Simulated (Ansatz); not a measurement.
Results of rVV10 (plane waves, PAW; Ansatz, a quantum-chemistry and plane-wave program) for C11b WSi2.

Numerical settings: plane-wave cutoff 520 eV, 24×24×24 k mesh, Fermi–Dirac smearing 0.05 eV, no spin polarisation, scalar-relativistic PAW data made under PBE.

Results at a series of volumes:

```json
[
 {"V (Å³/atom)": "13.269", "E − E_lowest (meV/atom)": "15.55", "P (GPa)": "9.36"},
 {"V (Å³/atom)": "13.545", "E − E_lowest (meV/atom)": "3.74", "P (GPa)": "4.42"},
 {"V (Å³/atom)": "13.822", "E − E_lowest (meV/atom)": "0.00", "P (GPa)": "0.00"},
 {"V (Å³/atom)": "14.098", "E − E_lowest (meV/atom)": "3.47", "P (GPa)": "-3.95"},
 {"V (Å³/atom)": "14.375", "E − E_lowest (meV/atom)": "13.40", "P (GPa)": "-7.49"}
]
```

Question: Estimate the bulk modulus and its pressure derivative from these points.

Answer: V0 = 13.822 Å³/atom, B0 = 209 GPa, B′ = 4.6 (fit to the energies at full precision).

Shape and atoms are relaxed at each volume.

Note: the bulk modulus comes from volumes at which shape and atoms were relaxed.

Spin–orbit coupling is not included.
